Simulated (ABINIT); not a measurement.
Input and output of a self-consistent single point for NbH (Cmm2, 4 atoms in the cell) (ABINIT).

Computed with PBEsol, norm-conserving pseudopotentials (PseudoDojo nc-sr-04 PBEsol standard) (plane waves; ABINIT).

```
CELL_PARAMETERS angstrom
      1.83983    -2.38602     0.00000
      1.83983     2.38602     0.00000
      0.00000     0.00000     4.78982
ATOMIC_POSITIONS crystal
  Nb 0.75000 0.25000 0.27928
  Nb 0.25000 0.75000 0.73116
  H  0.25000 0.25000 0.00000
  H  0.75000 0.75000 0.00000
```

Reference input (self-consistent single point, DFT, PBEsol, plane waves, norm-conserving pseudopotentials (PseudoDojo nc-sr-04 PBEsol standard)): pseudos = [Nb.upf, H.upf]; ecut = 41 Ha; occopt = 3; tsmear = 0.00367493 Ha; ngkpt = 5 5 3; nshiftk = 1; shiftk = 0 0 0; potentials = PseudoDojo nc-sr-04 PBEsol standard; nband = 19; kptopt = 1; nstep = 60; tolvrs = 1e-11. This run's input differs from it in these lines:

```diff
@@ -27,3 +27,4 @@
 nstep 60
-tolvrs 1.0e-11
+tolwfr 1.0e-16
+nbdbuf 2
 prtwf 0
```

Output (repeated stretches shortened):

```
--- !BeginCycle
solver: {iscf: 7, nstep: 60, nline: 4, wfoptalg: 0, }
tolerances: {tolwfr: 1.00E-16, }
...

     iter   Etot(hartree)      deltaE(h)  residm     vres2
 ETOT  1  -125.55639124330    -1.256E+02 5.726E-02 4.316E+02
 ETOT  2  -125.67308013369    -1.167E-01 5.211E-03 8.335E+01
 ETOT  3  -125.68515281356    -1.207E-02 6.759E-04 5.286E-01
 ETOT  4  -125.68510638610     4.643E-05 2.031E-04 1.402E+00
 ETOT  5  -125.68522945829    -1.231E-04 4.294E-05 3.132E-03
   [... 51 lines left out ...]
 ETOT 57  -125.68522993932     1.421E-14 1.509E-15 4.589E-21
 ETOT 58  -125.68522993932    -2.558E-13 1.405E-15 4.858E-21
 ETOT 59  -125.68522993932    -7.105E-14 6.000E-16 6.041E-21
 ETOT 60  -125.68522993932     1.421E-14 5.581E-16 6.539E-21

 Cartesian components of stress tensor (hartree/bohr^3)
  sigma(1 1)=  2.03571632E-04  sigma(3 2)=  0.00000000E+00
  sigma(2 2)=  1.46825617E-04  sigma(3 1)=  0.00000000E+00
  sigma(3 3)=  1.67863114E-04  sigma(2 1)=  0.00000000E+00
 scprqt:  WARNING -
  nstep=   60 was not enough SCF cycles to converge;
  maximum residual=  5.581E-16 exceeds tolwfr=  1.000E-16

 ----iterations are completed or convergence reached----

 reduced coordinates (array xred) for    4 atoms
       0.750000003277      0.250000001072      0.279279001211
       0.250000003277      0.750000001072      0.731160003190
   [... lines left out ...]
 Fermi (or HOMO) energy (eV) =  12.98961   Average Vxc (eV)= -12.69533
   [... lines left out ...]
 prteigrs : prtvol=0 or 1, do not print more k-points.

--- !EnergyTerms
kinetic             :  3.72727060584658E+01
hartree             :  1.61598542332798E+01
xc                  : -2.66702332748312E+01
Ewald energy        : -9.69528548144589E+01
psp_core            :  3.16196222242808E+00
local_psp           : -7.40499776584244E+01
non_local_psp       :  1.53946679018914E+01
internal            : -1.25683875331649E+02
'-kT*entropy'       : -1.35460766745414E-03
total_energy        : -1.25685229939317E+02
total_energy_eV     : -3.42006903741112E+03
band_energy         : -9.70181171477350E+00
...

-Cartesian components of stress tensor (GPa)         [Pressure= -5.0826E+00 GPa]
- sigma(1 1)=  5.98928318E+00  sigma(3 2)=  0.00000000E+00
- sigma(2 2)=  4.31975807E+00  sigma(3 1)=  0.00000000E+00
- sigma(3 3)=  4.93870249E+00  sigma(2 1)=  0.00000000E+00

 Calculation completed.
```

The run ended unconverged after 60 iterations. 

The starting cell comes from a database of computed structures (which also holds hypothetical and non-ambient phases and stackings), without a prior relaxation at this level. Its lattice was rescaled by up to half a per cent. One atom was moved a little off its site on purpose.

Cost on one core of a shared machine: roughly 80 s.
